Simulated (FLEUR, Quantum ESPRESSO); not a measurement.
A FLEUR input for a self-consistent single point of Al₂CdS₄ (I-4, 7 atoms in the cell) (DFT, PBEsol, all-electron FLAPW (FLEUR), scalar-relativistic valence):

Input of the input generator:

```
scf Al2CdS4
&input film=f /
-0.4338950958 0.4338950958 0.7896012232
0.4338950958 -0.4338950958 0.7896012232
0.4338950958 0.4338950958 -0.7896012232
11.9288752894
1.0 1.0 1.0

7
13 0.7500000000 0.2500000000 0.5000000000
13 0.5000000000 0.5000000000 0.0000000000
48 0.0000000000 0.0000000000 0.0000000000
16 0.6011000000 0.1455900000 0.0151900000
16 0.8544100000 0.8696000000 0.4555100000
16 0.1304000000 0.5859100000 0.9848100000
16 0.4140900000 0.3989000000 0.5444900000

&comp jspins=1 /
&exco xctyp='PBEs' /
&kpt div1=6 div2=6 div3=6 gamma=t /
&end /
```

```xml
<?xml version="1.0" encoding="UTF-8" standalone="no"?>
<fleurInput fleurInputVersion="0.39">
   <comment>
      scf Al2CdS4                                                                                         
   </comment>
   <calculationSetup>
      <cutoffs Kmax="4.0" Gmax="16.0" GmaxXC="16.0" numbands="0"/>
      <scfLoop itmax="60" minDistance="0.00001" maxIterBroyd="15" imix="Anderson" alpha="0.05" precondParam="0.0" spinf="2.0"/>
      <coreElectrons ctail="T" frcor="F" kcrel="0" coretail_lmax="0"/>
      <xcFunctional name="PBEs" relativisticCorrections="F"/>
      <magnetism jspins="1"/>
      <soc l_soc="F" theta="0.0" phi="0.0" spav="F"/>
      <expertModes spex="0" secvar="F"/>
      <geometryOptimization l_f="T" forcealpha="1.0" forcemix="BFGS" epsdisp="0.00001" epsforce="0.00001"/>
      <ldaU l_linMix="F" mixParam="0.05" spinf="1.0"/>
   </calculationSetup>
   <cell>
      <bzIntegration valenceElectrons="48.0" mode="hist" fermiSmearingEnergy="0.0001">
         <kPointListSelection listName="default-1"/>
         <!-- k-points included here -->
         <xi:include xmlns:xi="http://www.w3.org/2001/XInclude" href="kpts.xml"> </xi:include>
      </bzIntegration>
      <!-- symmetry operations included here -->
      <xi:include xmlns:xi="http://www.w3.org/2001/XInclude" href="sym.xml"> </xi:include>
      <bulkLattice scale="1.0">
         <bravaisMatrix>
            <row-1>   -5.1758804864804659     5.1758804864804659     9.4190545199104942</row-1>
            <row-2>    5.1758804864804659    -5.1758804864804659     9.4190545199104942</row-2>
            <row-3>    5.1758804864804659     5.1758804864804659    -9.4190545199104942</row-3>
         </bravaisMatrix>
      </bulkLattice>
   </cell>
   <atomSpecies>
      <species name="Aluminum (Al)" element="Al" atomicNumber="13">
         <mtSphere radius="1.99" gridPoints="687" logIncrement="0.017"/>
         <atomicCutoffs lmax="8" lnonsphr="6"/>
         <electronConfig flipSpins="F">
            <coreConfig>(1s1/2) (2s1/2) (2p1/2) (2p3/2)</coreConfig>
            <valenceConfig>(3s1/2) (3p1/2) (3p3/2)</valenceConfig>
            <stateOccupation state="(3p1/2)" spinUp="0.1666666666667" spinDown="0.1666666666667"/>
            <stateOccupation state="(3p3/2)" spinUp="0.3333333333333" spinDown="0.3333333333333"/>
         </electronConfig>
         <energyParameters s="3" p="3" d="3" f="4"/>
      </species>
      <species name="Cadmium (Cd)" element="Cd" atomicNumber="48">
         <mtSphere radius="2.51" gridPoints="867" logIncrement="0.015"/>
         <atomicCutoffs lmax="10" lnonsphr="8"/>
         <electronConfig flipSpins="F">
            <coreConfig>(1s1/2) (2s1/2) (2p1/2) (2p3/2) (3s1/2) (3p1/2) (3p3/2) (4s1/2) (3d3/2) (3d5/2)</coreConfig>
            <valenceConfig>(4p1/2) (4p3/2) (5s1/2) (4d3/2) (4d5/2)</valenceConfig>
         </electronConfig>
         <energyParameters s="5" p="5" d="4" f="4"/>
         <lo type="SCLO" l="1" n="4" eDeriv="0"/>
         <lo type="HELO" l="2" n="5" eDeriv="0"/>
      </species>
      <species name="Sulfur (S)" element="S" atomicNumber="16">
         <mtSphere radius="1.99" gridPoints="687" logIncrement="0.017"/>
         <atomicCutoffs lmax="8" lnonsphr="6"/>
         <electronConfig flipSpins="F">
            <coreConfig>(1s1/2) (2s1/2) (2p1/2) (2p3/2)</coreConfig>
            <valenceConfig>(3s1/2) (3p1/2) (3p3/2)</valenceConfig>
            <stateOccupation state="(3p1/2)" spinUp="0.6666666666667" spinDown="0.6666666666667"/>
            <stateOccupation state="(3p3/2)" spinUp="1.3333333333333" spinDown="1.3333333333333"/>
         </electronConfig>
         <energyParameters s="3" p="3" d="3" f="4"/>
      </species>
   </atomSpecies>
   <atomGroups>
      <atomGroup species="Aluminum (Al)">
         <relPos label="                   1">-1.000/4.000 1.000/4.000 1.000/2.000</relPos>
         <force calculate="T" relaxXYZ="TTT"/>
      </atomGroup>
      <atomGroup species="Aluminum (Al)">
         <relPos label="                   2">1.000/2.000 1.000/2.000 .0000000000</relPos>
         <force calculate="T" relaxXYZ="TTT"/>
      </atomGroup>
      <atomGroup species="Cadmium (Cd)">
         <relPos label="                   3">.0000000000 .0000000000 .0000000000</relPos>
         <force calculate="T" relaxXYZ="TTT"/>
      </atomGroup>
      <atomGroup species="Sulfur (S)">
         <relPos label="                   4">-.3989000000 .1455900000 .0151900000</relPos>
         <relPos label="                   5">-.1455900000 -.1304000000 .4555100000</relPos>
         <relPos label="                   6">.1304000000 -.4140900000 -.0151900000</relPos>
         <relPos label="                   7">.4140900000 .3989000000 -.4555100000</relPos>
         <force calculate="T" relaxXYZ="TTT"/>
      </atomGroup>
   </atomGroups>
   <output dos="F" band="F" slice="F">
      <checks vchk="F" cdinf="F"/>
      <bandDOS minEnergy="-.5*Htr" maxEnergy="0.5*Htr" sigma="0.015" storeEVData="T"/>
      <vacuumDOS vacdos="F" integ="F" star="F" nstars="0" locx1="0.0" locy1="0.0" locx2="0.0" locy2="0.0" nstm="0" tworkf="0.0"/>
      <unfoldingBand unfoldBand="F" supercellX="1" supercellY="1" supercellZ="1"/>
      <plotting iplot="0" polar="F">
         <plot TwoD="T" vec1="  1.0  0.0  0.0" vec2="  0.0  1.0  0.0" vec3="  0.0  0.0  1.0" zero="  0.0  0.0  0.0" file="plot"/>
      </plotting>
      <chargeDensitySlicing numkpt="0" minEigenval="0.0" maxEigenval="0.0" nnne="0" pallst="F"/>
      <specialOutput eonly="F"/>
      <magneticCircularDichroism mcd="F" energyLo="-10.0" energyUp="0.0"/>
   </output>
  <!-- We include the file relax.xml here to enable relaxations (see documentation) -->
  <xi:include xmlns:xi="http://www.w3.org/2001/XInclude" href="relax.xml"> <xi:fallback/> </xi:include>
</fleurInput>
```

Problem. Translate this input to Quantum ESPRESSO.

Solution. One input that does it (others would too):

```fortran
&control
  calculation = 'scf'
  prefix = 'scf'
  outdir = './out'
  pseudo_dir = './'
  tprnfor = .true.
  tstress = .true.
/
&system
  ibrav = 0
  nat = 7
  ntyp = 3
  ecutwfc = 40
  ecutrho = 200
  occupations = 'fixed'
  nbnd = 25
/
&electrons
  conv_thr = 1e-10
/
ATOMIC_SPECIES
Al    26.9815  al_pbesol_v1.uspp.F.UPF
Cd   112.4140  cd_pbesol_v1.uspp.F.UPF
S     32.0600  s_pbesol_v1.4.uspp.F.UPF
ATOMIC_POSITIONS crystal
Al    0.750000000    0.250000000    0.500000000
Al    0.500000000    0.500000000    0.000000000
Cd    0.000000000    0.000000000    0.000000000
S     0.601100000    0.145590000    0.015190000
S     0.854410000    0.869600000    0.455510000
S     0.130400000    0.585910000    0.984810000
S     0.414090000    0.398900000    0.544490000
K_POINTS automatic
6 6 6  0 0 0
CELL_PARAMETERS bohr
  -5.175880487     5.175880487     9.419054520
   5.175880487    -5.175880487     9.419054520
   5.175880487     5.175880487    -9.419054520
```

Basis, cutoffs, solver keys and any potentials are the target program's own. This input uses DFT, PBEsol, plane waves, GBRV 1.5 ultrasoft (PBESOL) pseudopotentials.

The starting cell comes from a database of computed structures (which also holds hypothetical and non-ambient phases and stackings), without a prior relaxation at this level. For this run, on top of that: lattice scaled by 0.98.
